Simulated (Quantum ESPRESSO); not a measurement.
Checking a run of Quantum ESPRESSO on BaSn5 (P6/mmm, 6 atoms in the cell). The aim is a self-consistent single point with DFT, PBEsol, plane waves, GBRV 1.5 ultrasoft (PBESOL) pseudopotentials.

Cell that was meant: a = 5.3873 Å, b = 5.3874 Å, c = 7.3131 Å, α = 90.00°, β = 90.00°, γ = 120.00°.

Part of the input:

```fortran
  occupations = 'smearing'
  smearing = 'mp'
  degauss = 0.019992
  nbnd = 40
/
&ELECTRONS
  conv_thr = 1.0e-11
```

Log, with long lists cut:

```
     G-vector sticks info
     --------------------
     sticks:   dense  smooth     PW     G-vecs:    dense   smooth      PW
   [... lines left out ...]
        k(    2) = (   0.0000000   0.0000000   0.2455584), wk =   0.0533333
        k(    3) = (   0.0000000   0.2309401   0.0000000), wk =   0.1600000
   [... 7 lines left out ...]

     Dense  grid:    59283 G-vectors     FFT dimensions: (  45,  45,  64)

     Smooth grid:    42409 G-vectors     FFT dimensions: (  45,  45,  60)

     Initial potential from superposition of free atoms

     starting charge      74.9860, renormalised to      80.0000

     negative rho (up, down):  1.018E-01 0.000E+00
     Self-consistent Calculation

     iteration #  1     ecut=    40.00 Ry     beta= 0.70

     negative rho (up, down):  8.549E-02 0.000E+00

     total energy              =    -863.80464179 Ry
     estimated scf accuracy    <       3.67522725 Ry

     iteration #  2     ecut=    40.00 Ry     beta= 0.70

     negative rho (up, down):  8.504E-02 0.000E+00

     total energy              =    -864.76155518 Ry
     estimated scf accuracy    <       0.31464839 Ry

     iteration #  3     ecut=    40.00 Ry     beta= 0.70

     negative rho (up, down):  8.541E-02 0.000E+00

     total energy              =    -864.80045644 Ry
     estimated scf accuracy    <       0.10981860 Ry

   [... 11 blocks of this kind left out ...]

     iteration # 15     ecut=    40.00 Ry     beta= 0.70

     negative rho (up, down):  8.603E-02 0.000E+00

     total energy              =    -864.82832885 Ry
     estimated scf accuracy    <          4.2E-11 Ry

     iteration # 16     ecut=    40.00 Ry     beta= 0.70

     negative rho (up, down):  8.603E-02 0.000E+00
     End of self-consistent calculation

     the Fermi energy is    11.8478 ev

!    total energy              =    -864.82832885 Ry
     estimated scf accuracy    <          5.5E-12 Ry
     smearing contrib. (-TS)   =       0.00000000 Ry
     internal energy E=F+TS    =    -864.82832885 Ry

     convergence has been achieved in  16 iterations

     negative rho (up, down):  8.603E-02 0.000E+00

     Forces acting on atoms (cartesian axes, Ry/au):

     atom    1 type  1   force =    -0.00000000    0.00000000    0.00000000
     atom    2 type  2   force =     0.00000000    0.00000000   -0.00123336
     atom    3 type  2   force =    -0.00000000   -0.00000000    0.00123336
     atom    4 type  2   force =    -0.00000000    0.00000000   -0.00123336
   [... lines left out ...]
     Total force =     0.002467     Total SCF correction =     0.000018
   [... lines left out ...]

     negative rho (up, down):  8.603E-02 0.000E+00
          total   stress  (Ry/bohr**3)                   (kbar)     P=       -9.52
  -0.00001759   0.00000000   0.00000000           -2.59        0.00        0.00
   0.00000000  -0.00001759  -0.00000000            0.00       -2.59       -0.00
   0.00000000   0.00000000  -0.00015894            0.00        0.00      -23.38

   JOB DONE.
```

### Question
Is anything amiss in this input, and did it matter?

### Answer
The run is not sound. The fault is too few bands. The band count has to hold all valence electrons, and a smeared run needs empty bands on top for the tail of the occupations. To fix it, raise the band count or leave it to the default. The run converged in 16 iterations without an error; against the sound input the free energy rises by 76.9 meV/atom, the pressure goes from -2.02 to -0.95 GPa and the largest force goes from 0.179 to 0.032 eV/Å. The full log also holds: “c_bands:  1 eigenvalues not converged”.

The sound input it was made from differs as follows (other fixes are possible):
```diff
-  nbnd = 40
```

With that input, the run converged in 13 iterations: free energy E − TS -11767.0503 eV; Fermi level (on the code's own zero) 10.02 eV; pressure -2.02 GPa; largest force (vector length) 0.179 eV/Å (DFT, PBEsol, plane waves, GBRV 1.5 ultrasoft (PBESOL) pseudopotentials).

On the sound input: the starting cell comes from a database of computed structures (which also holds hypothetical and non-ambient phases and stackings), without a prior relaxation at this level.
